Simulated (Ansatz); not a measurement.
The starting structures come from a database of crystals and need not be the phases stable at ambient conditions.

 Where the default PAW files enter, the runs use the earlier of Ansatz's two default sets.

Data:

```
CELL_PARAMETERS angstrom
      4.26579     0.00000     0.00000
     -2.13289     3.69428     0.00000
      0.00000     0.00000     4.96727
ATOMIC_POSITIONS crystal
  Sr 0.33333 0.66667 0.00460
  Al 0.00000 0.00000 0.45805
  Ge 0.66667 0.33333 0.56130
  H  0.00000 0.00000 0.10525
```

Space group of this cell: P3m1. The cell is taken as given; by r2SCAN its mean pressure is -0.8 GPa.

Transport runs along the normal of the first two printed cell vectors, the (001) plane of the conventional cell.

The gap is the functional's own. No spin-orbit coupling. Mid-gap values are interpolated on the energy grid.

Problem. State the band gap and the smallest decay constant κ at mid-gap according to Ansatz (an electronic-structure program) with r2SCAN.

Solution. Gap 1.03 eV on a 12×12×6 mesh; κ = 0.198 1/Å, at the zone centre.
